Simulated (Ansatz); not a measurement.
The starting structures come from a database of crystals and need not be the phases stable at ambient conditions.

 Where the default PAW files enter, the runs use the earlier of Ansatz's two default sets.

Crystal: Cd(HO)2 (P-3m1, not sure to be the ambient phase, 5 atoms a cell, 10.0 Å³ an atom, -2 GPa at this level); planes in its conventional cell.

Level of theory: r2SCAN (plane waves, PAW; Ansatz, an electronic-structure program).

The gap is the functional's own. No spin-orbit coupling. Mid-gap values are interpolated on the energy grid.

| plane | area of the cell (Å²) | mid-gap κ (1/Å) | largest κ in the gap (1/Å) |
|---|---|---|---|
| (001) | 10.9 | 0.34 | 0.41 |
| (110) | 28.2 | [?] | [?] |
| (100) | 16.3 | [?] | [?] |
| (111) | 30.3 | [?] | [?] |

Question: The slowest decay depends on the direction. Supply the withheld values.

Answer: 
- (110), mid-gap κ (1/Å): 0.25
- (110), largest κ in the gap (1/Å): 0.27
- (100), mid-gap κ (1/Å): 0.25
- (100), largest κ in the gap (1/Å): 0.27
- (111), mid-gap κ (1/Å): 0.26
- (111), largest κ in the gap (1/Å): 0.28
